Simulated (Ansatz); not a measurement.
**TaC (model structure, started from the CoSn type, P6/mmm, No. 191, 6 atoms in the cell): properties by level of theory**

```tsv
level (code)	lattice constant a (Å)	lattice parameter c (Å)
PBE (Ansatz)	5.459	3.139
PBEsol (Ansatz)	5.404	3.118
PBE-D3(BJ) (Ansatz)	___	___
```

### Question
Complete the blanks.

### Answer

- PBE-D3(BJ) (Ansatz, a program for electronic structure), lattice constant a (Å): 5.445
- PBE-D3(BJ) (Ansatz), lattice parameter c (Å): 3.113

Caveats: a distance lies near a switch of the dispersion term, which can move the cell (PBE-D3(BJ)). Ansatz's density-functional and Hartree–Fock values are scalar-relativistic unless marked +SOC, with PAW data made under PBE.

Computed values are for the static lattice.

A model structure was made by putting elements into a prototype or built by hand; it is no filed structure, need not be a known phase, and can be a saddle point held by its symmetry.
